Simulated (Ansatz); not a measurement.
**Si3N4, pressure series**

The parent structure is Si3N4 (space group P6_3/m, No. 176; a = 7.625 Å, c = 2.910 Å).

Cell and atoms are relaxed at each pressure.

Calculations: PBEsol, PAW, 420 eV (Ansatz, a program for electronic structure; no spin-orbit coupling).

Candidates:
(a) pressure 5 GPa
(b) pressure 3 GPa
(c) pressure 7.5 GPa
(d) pressure 10 GPa
(e) pressure −1 GPa

For the base:

| Property | Value |
|---|---|
| Smallest direct gap | 4.39 eV |

Q: Order them by smallest direct gap, highest first.

A: (d) pressure 10 GPa (4.52 eV), (c) pressure 7.5 GPa (4.49 eV), (a) pressure 5 GPa (4.46 eV), (b) pressure 3 GPa (4.44 eV), (e) pressure −1 GPa (4.38 eV)

Load acts through the strain it causes; cell and atoms are relaxed under it. No phonon test of stability was made. Competing high-pressure phases were not computed.
